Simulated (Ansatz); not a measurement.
**What Bi → P does to hypothetical zinc blende BiB**

Start from BiB in the zinc blende structure (space group F-43m, No. 216; a = 5.5237 Å; a hypothetical phase, not in the database extracts checked).

It is then changed as follows: P takes the place of Bi on all its sites; the structure is relaxed again.

Calculations: PBE, PAW, 420 eV (Ansatz, a quantum-chemistry and plane-wave program; spin-orbit coupling left out), earlier PAW set. k-mesh 12×12×12 (Γ-centred); smearing 0.05 eV (Fermi–Dirac), for the changed cell.

| quantity | base | changed | shift |
|---|---|---|---|
| volume per atom | 21.07 Å³ | 11.76 Å³ | -9.31 Å³ |
| density | 8.66 g/cm³ | 2.95 g/cm³ | -5.71 g/cm³ |
| lattice parameter a | 5.524 Å | 4.548 Å | -0.9753 Å |
| space group | F-43m (No. 216) | F-43m (No. 216) | – |
| band gap | 0.14 eV | 1.25 eV | +1.11 eV |
| gap character | direct at Γ | indirect, Γ → Γ–X (83 % along) | – |
| smallest direct gap | 0.14 eV | 3.39 eV | +3.256 eV |
| width of the top valence band | 4.05 eV | 5.43 eV | +1.38 eV |
| electron mass | – | 1.3 mₑ along k, 0.23 mₑ across (off the special points) | – |

Final structure:

```xyz
2
Lattice="0.0000 2.2742 2.2742 2.2742 0.0000 2.2742 2.2742 2.2742 0.0000" Properties=species:S:1:pos:R:3 pbc="T T T"
P      3.4113     3.4113     3.4113
B      0.0000     0.0000     0.0000
```

Cost of the whole job for the changed cell (relaxation, final SCF and bands): roughly 16 core-seconds.

With Bi present, leaving out spin-orbit coupling can change the band edges. Masses are band curvatures over ±0.01 Å⁻¹ around the edge. Along k means along the line from Γ to the band edge. No phonon test of stability was made. The zero or small gap of BiB can change with the level of theory.
